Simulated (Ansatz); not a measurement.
**TiP, pressure series**

Take TiP (space group P6_3/mmc, No. 194) as the base.

```yaml
crystal:
  lattice:
    - [3.45478, 0.00000, 0.00000]
    - [-1.72739, 2.99193, 0.00000]
    - [0.00000, 0.00000, 11.60476]
  atoms:
    - { symbol: Ti, position: [0.33333, 0.66667, 0.38375] }
    - { symbol: Ti, position: [0.66667, 0.33333, 0.61625] }
    - { symbol: Ti, position: [0.66667, 0.33333, 0.88375] }
    - { symbol: Ti, position: [0.33333, 0.66667, 0.11625] }
    - { symbol: P, position: [0.66667, 0.33333, 0.25000] }
    - { symbol: P, position: [0.33333, 0.66667, 0.75000] }
    - { symbol: P, position: [0.00000, 0.00000, 0.50000] }
    - { symbol: P, position: [0.00000, 0.00000, 0.00000] }
```

Cell and atoms are relaxed at each pressure.

Method: Ansatz (a first-principles code), PBEsol, PAW, cutoff 420 eV, no spin-orbit coupling.

Notes on the quantities. enthalpy: H = E + PV relative to the base's energy.

| case | enthalpy | c/a ratio | density |
|---|---|---|---|
| base | – | 3.359 | 4.37 g/cm³ |
| pressure −2 GPa | -0.19 eV/atom | 3.355 | 4.31 g/cm³ |
| pressure −1 GPa | -0.09 eV/atom | 3.356 | 4.34 g/cm³ |
| pressure 0.3 GPa | +0.03 eV/atom | 3.360 | 4.37 g/cm³ |
| pressure 0.7 GPa | +0.07 eV/atom | 3.361 | 4.39 g/cm³ |
| pressure 1.5 GPa | +0.14 eV/atom | 3.363 | 4.41 g/cm³ |
| pressure 3 GPa | +0.28 eV/atom | 3.366 | 4.45 g/cm³ |
| pressure 5 GPa | +0.46 eV/atom | ___ | ___ |
| pressure 7.5 GPa | +0.69 eV/atom | 3.375 | 4.57 g/cm³ |
| pressure 10 GPa | +0.91 eV/atom | 3.381 | 4.63 g/cm³ |

### Question
Complete the table.

### Answer

- pressure 5 GPa, c/a ratio: 3.371
- pressure 5 GPa, density: 4.50 g/cm³

Load acts through the strain it causes; cell and atoms are relaxed under it. Stability against distortions was not tested. No other phases were tried under pressure. The final runs are not spin-polarised.
